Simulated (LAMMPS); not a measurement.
Melts of Cu (fcc) with 50 % of Cu sites Pt cooled to 300 K at several rates.

Model: classical MD, pair style eam, the elements' _u3.eam files (universal-3 set of Foiles, Baskes and Daw) (LAMMPS).

```csv
cooling rate (K/s),energy above the crystal,state,density,coordination number of Cu by Pt,rough cost
1e+12,0.027 eV/atom,glass,15.7 g/cm³ (one sample),7.39 (counted to 3.50 Å),40 core-minutes
1e+13,0.034 eV/atom,glass,15.7 g/cm³ (one sample),7.28 (counted to 3.50 Å),12 core-minutes
1e+14,0.035 eV/atom,glass,15.7 g/cm³ (one sample),7.11 (counted to 3.46 Å),3 core-minutes
```

Costs are rough and include melting and analysis.
